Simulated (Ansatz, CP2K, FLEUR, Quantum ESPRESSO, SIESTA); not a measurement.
## Code comparison for LaAl₂BRu₂ (P4/mmm, 6 atoms in the cell)

Self-consistent single point.

```yaml
crystal:
  lattice:
    - [4.22935, 0.00000, 0.00000]
    - [0.00000, 4.22935, 0.00000]
    - [0.00000, 0.00000, 5.67992]
  atoms:
    - { symbol: La, position: [0.00000, 0.00000, 0.50000] }
    - { symbol: Al, position: [0.50000, 0.50000, 0.74577] }
    - { symbol: Al, position: [0.50000, 0.50000, 0.25423] }
    - { symbol: B, position: [0.00000, 0.00000, 0.00000] }
    - { symbol: Ru, position: [0.50000, 0.00000, 0.00000] }
    - { symbol: Ru, position: [0.00000, 0.50000, 0.00000] }
```

All programs got the same cell, k-point mesh and kind of occupations (in Ansatz's words: kpoints.mp_grid.grid = 5 5 4; scf.occupations.method = gaussian; scf.occupations.width = 0.0037 Ry); potentials, basis and cutoffs are each program's usual ones.

| code | model | pressure (GPa) | largest force (eV/Å) | k-points | cutoff |
|---|---|---|---|---|---|
| Ansatz | PBEsol, PAW files made with PBE | -4.58 | 0.154 | 18 | 30.9 Ry |
| Quantum ESPRESSO | PBEsol, GBRV 1.5 ultrasoft (PBESOL) pseudopotentials | -4.56 | 0.138 | 18 | 40 Ry |
| SIESTA | GGA PBEsol, numerical atomic orbitals DZP, PseudoDojo PBEsol standard norm-conserving potentials (rewritten from UPF to PSML) | -3.97 | 0.090 | 53 | grid 350 Ry |
| FLEUR | PBEsol, all-electron FLAPW (FLEUR), scalar-relativistic valence | – | 0.127 | 18 | Kmax 4.6 1/bohr |
| CP2K | PBEsol, GPW, DZVP-MOLOPT-SR-GTH basis, GTH-PBE potentials (GTH_POTENTIALS) | -3.08 | 0.040 | 51 | grid 500 Ry |

A dash marks a value that a program does not give, or that is left out as unsure.

The spread over the programs that give each value: pressure within 1.50 GPa; largest force within 0.114 eV/Å.

The starting cell comes from a database of computed structures (which also holds hypothetical and non-ambient phases and stackings), without a prior relaxation at this level. On Ansatz's run: Spin polarisation is off. In the base run, with a pressure of about -4 GPa the cell is away from its equilibrium volume at this level.

Why do the programs differ, and what cannot be compared?

Differences of this kind can come from the potentials, where these differ, and from what each basis and cutoff leave unconverged. The valence holds different numbers of electrons (Ansatz (a program for electronic structure) 52, Quantum ESPRESSO 52, SIESTA 52, FLEUR 48, CP2K 52). The zero of total energies and Fermi levels follows the potentials and each program's conventions, so they are not compared here. SIESTA and CP2K use small atom-centred bases, whose incompleteness enters pressures, forces and empty levels differently from a plane-wave cutoff. FLEUR treats all electrons, but the usual bases taken here (sphere radii, linearisation, local orbitals, empty states) were not tested for convergence, so the values are no reference for the others. Ansatz's pressure is given at a fixed set of plane waves, as the other plane-wave codes print theirs; with its correction for the finite basis it is -4.49 GPa. Ansatz's smearing width was typed in Ry to four decimals, so it matches the others to a few per cent. The programs reduce the same mesh by symmetry to different extents, which changes the work and not the result. In the pressure, CP2K (by 1.50) lies more than 1 GPa from the median of the plane-wave programs. In the force vectors, CP2K (by 0.106) lies more than 0.08 eV/Å from the median of the plane-wave programs.

Left out of this page: ABINIT (failed or unconverged); Elk (not drawn, or without a comparable value).

Keys are those of Ansatz 0.2.
